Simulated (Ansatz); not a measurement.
Ge on a Al site (surface) in a 2x2 cell of the 1x1 (0001) surface of corundum (cut with top plane Al)

Host crystal: corundum, with a band gap (PBE, scalar-relativistic without spin-orbit coupling).

These are PBE (plane waves to 420 eV, PAW; Ansatz, a first-principles code) values and carry that method's errors.

Slab: 80 atoms, 6.7 Å thick at the start (thin: gaps and levels are the slab's own); k 3x3x1, smearing 0.01 eV, dipole-corrected; 16 atoms held, the rest relaxed; start symmetry kept, larger cells not searched; spin-polarised, ending with about 1.0 μB a cell; orders that need a larger cell were not tried, no spin-orbit, no U.

The formation energy against fcc Al, germanium is 3.28 eV. The gap of the slab on its k-mesh comes out as 1.11 eV and the highest filled level below the top vacuum level is 5.61 eV. The change of the step from the bottom to the top vacuum level, against the clean slab is 0.031 eV, the energy released by relaxation is 2.04 eV and the magnetic moment of the cell is 1.00 μB. The largest move of a host atom comes out as 0.60 Å.
